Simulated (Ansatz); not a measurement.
Point defect P on the Si site + As on the Si site (P_Si+As_Si) in silicon

These are PBE, PAW (plane waves to 420 eV; Ansatz, a quantum-chemistry and plane-wave program) values and carry that method's errors. Cell: 216 sites, 3×3×3 repeats of a cell of 8 atoms; final energies on a 2×2×2 shifted mesh. Sites at the start: the Si site; Si 2.37 Å away. Energies of charged states are corrected for periodic images (point charge plus alignment at distant sites). Dielectric constants: PBE linear response of the host. Host gap at this level: 0.61 eV. A cell of this size leaves errors of a few tenths of an eV. PBE underestimates the host's gap, which shifts levels and can delocalise carriers. Spin–orbit coupling is left out. Each state is the lowest found from its start.

The name describes the start; the neighbours show where the atoms ended.

Charges with a result: +2, +1, 0. Others weren't obtained, and one of them could lie lower, also by skipping a charge.

| charge | moment (μB) | point group | largest move off a lattice site (Å) | neighbours of the last As atom of the defect at the end (Å) | image correction with alignment (eV) |
|---|---|---|---|---|---|
| +2 | not spin-polarised | C3v | 0.10 | P 2.44, Si 2.46, Si 2.46, Si 2.46 | 0.42 |
| +1 | 1.0 | C3v | 0.21 | Si 2.43, Si 2.43, Si 2.43, P 2.63 | 0.12 |
| 0 | not spin-polarised | C3v | 0.40 | Si 2.41, Si 2.41, Si 2.41, P 2.81 | 0.00 |

Point groups are those of the whole cell at tolerances of 0.03 and 0.1 Å ("near" where only the looser one holds); none is given for unsettled states.

Transition levels above the valence-band maximum: ε(+2/+1) = 0.14 eV; ε(+1/0) = 0.37 eV. On the lower envelope of the bound states, inside the gap: (+2/+1) at 0.14 eV; (+1/0) at 0.37 eV.

All states together cost around 3 core-hours (rough).
